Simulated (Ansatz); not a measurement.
Defect: interstitial Ag in silicon, charge state +1. Level of theory: PBE, PAW (plane waves to 420 eV; Ansatz, an electronic-structure program).

64-site cell at the relaxed PBE lattice, a 2×2×2 k-point mesh shifted by half a step, smearing 0.01 eV, spin-restricted, no finite-size correction. Static, classical nuclei. The charge state is imposed; whether it is stable for some Fermi level was not computed. Sites that were not tried may lie lower.

Barriers: single points on a 3×3×3 k-point mesh shifted by half a step at the bands' geometries.

The only route run: one Ag atom jumps by itself; the atom moves 2.36 Å along (0.25, -0.25, -0.25) of the unit cell; the moving atom starts with neighbours 4 Si at 2.51, 6 Si at 2.79 Å and ends with 4 Si at 2.51, 6 Si at 2.79 Å. Its barrier is 0.38 eV. The saddle point's order was not checked, and it lies on a symmetry element of the cell, where a band can be held. The defect has 4 equivalent sites to jump to, 2.35 Å away. Attempt frequency: take 10 THz as a typical guess.

Task: Estimate the defect's diffusion coefficient at 600 K, how far it wanders in 1 s, and how much an error of 0.1 eV in the barrier would matter.

Result: kT = 0.0517 eV, so each jump happens at Γ = ν exp(−E/kT) = 1.0e13 × exp(−7.35) ≈ 6.4e+09 s⁻¹. For uncorrelated jumps in a cubic host D = z λ² Γ / 6 = 4 × (2.35e-8 cm)² × 6.4e+09 / 6 ≈ 2.4e-06 cm²/s. The root-mean-square distance is √(6Dt) ≈ 40 µm. An error of 0.1 eV changes D by a factor exp(0.1/kT) ≈ 6.9, and the distance by its square root. This is the isolated defect's own diffusivity; trapping, its concentration and zero-point motion are left out.
